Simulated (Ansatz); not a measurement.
The starting structures come from a database of crystals and need not be the phases stable at ambient conditions.

Here is the system:

```xyz
6
Lattice="3.9974 0.0000 0.0000 -1.9987 3.4619 0.0000 0.0000 0.0000 12.5855" Properties=species:S:1:pos:R:3 pbc="T T T"
Cd     1.9987     1.1540    11.0126
Cd     0.0000     2.3079     4.7198
Br     0.0000     0.0000     9.4354
Br     0.0000     0.0000     3.1427
Br     0.0000     2.3079    12.5889
Br     1.9987     1.1540     6.2961
```

Space group of this cell: P6_3mc. The cell was relaxed by PBE-D3(BJ).

Transport runs along the normal of the first two printed cell vectors, the (001) plane of the conventional cell.

No gap correction and no spin-orbit coupling; mid-gap values are interpolated between computed energies.

Task: Predict the band gap and the smallest decay constant κ at mid-gap from r2SCAN (Ansatz, a quantum-chemistry and plane-wave program).

Result: Gap 3.44 eV on a 12×12×4 mesh; κ = 0.255 1/Å, at the zone centre.
